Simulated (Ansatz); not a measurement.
Hypothetical P3_121 CuCl, pressure series

Start from CuCl (space group P3_121, No. 152; a = 3.976 Å, c = 8.974 Å; a hypothetical phase, not in the database extracts checked; made of chains).

Cell and atoms are relaxed at each pressure.

Levels (all Ansatz, an electronic-structure program, PAW): PBEsol (420 eV, without spin-orbit coupling); HSE06 (420 eV, no SOC).

Band gaps by level, all at the geometries relaxed with PBEsol:

| case | PBEsol | HSE06 |
|---|---|---|
| base | 2.06 eV | 3.68 eV |
| pressure 0.3 GPa | 0.25 eV | 2.09 eV |
| pressure 0.7 GPa | 0.27 eV | [?] |
| pressure 1.5 GPa | 0.30 eV | 2.13 eV |
| pressure 3 GPa | 0.35 eV | [?] |
| pressure 5 GPa | 0.42 eV | [?] |
| pressure 7.5 GPa | 0.51 eV | 2.32 eV |
| pressure 10 GPa | 0.59 eV | 2.40 eV |

Task: What belongs in the blanks?

Result: 
- pressure 0.7 GPa, HSE06: 2.11 eV
- pressure 3 GPa, HSE06: 2.18 eV
- pressure 5 GPa, HSE06: 2.25 eV

Single points use the geometry relaxed with PBEsol. The hybrid gap comes from the SCF mesh plus the semilocal run's edge points and a few special points and is an upper bound. Load acts through the strain it causes; cell and atoms are relaxed under it. Stability against distortions was not tested. No other phases were tried under pressure. No Hubbard U is applied. The final runs are not spin-polarised. Along this pressure series the structure jumps between 0 GPa and pressure 0.3 GPa; cells beyond that are another form of it. No dispersion term is included in the PBEsol runs. The zero or small gap of CuCl under pressure 0.3 GPa, CuCl under pressure 0.7 GPa and CuCl under pressure 1.5 GPa can change with the level of theory.
